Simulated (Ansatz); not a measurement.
WC: response to strain

The parent structure is WC (space group P-6m2, No. 187; a = 2.913 Å, c = 2.836 Å; relaxed with 0.1 eV smearing). Axes: x lies along a and z along c of the hexagonal cell.

Strains are applied to the cell and any free atomic positions relax; under biaxial strain the out-of-plane vector relaxes too; under stress the whole cell relaxes.

All numbers come from Kohn–Sham DFT with the r2SCAN functional, run in Ansatz (a quantum-chemistry and plane-wave program) with PAW and 500 eV plane waves, scalar-relativistic without spin-orbit coupling, earlier PAW set.

Notes on the quantities. pressure: mean of the normal stresses, compression positive.

| variant | pressure | shortest interatomic distance | space group |
|---|---|---|---|
| base | 0.0 GPa | 2.200 Å | P-6m2 (No. 187) |
| biaxial strain −4.18 %, plane normal [001], relaxed out of plane | 30.5 GPa | 2.162 Å | P-6m2 (No. 187) |
| biaxial strain −1.64 %, plane normal [001], relaxed out of plane | 10.8 GPa | 2.184 Å | P-6m2 (No. 187) |
| biaxial strain +3.91 %, plane normal [001], relaxed out of plane | -20.1 GPa | 2.239 Å | P-6m2 (No. 187) |
| uniaxial strain ε_yy = −0.49 % | 1.9 GPa | 2.194 Å | Amm2 (No. 38) |
| uniaxial stress, 0.5 GPa compression along x | – | 2.199 Å | Amm2 (No. 38) |

Beyond what the load breaks, stability against distortions was not tested. The final runs are not spin-polarised.
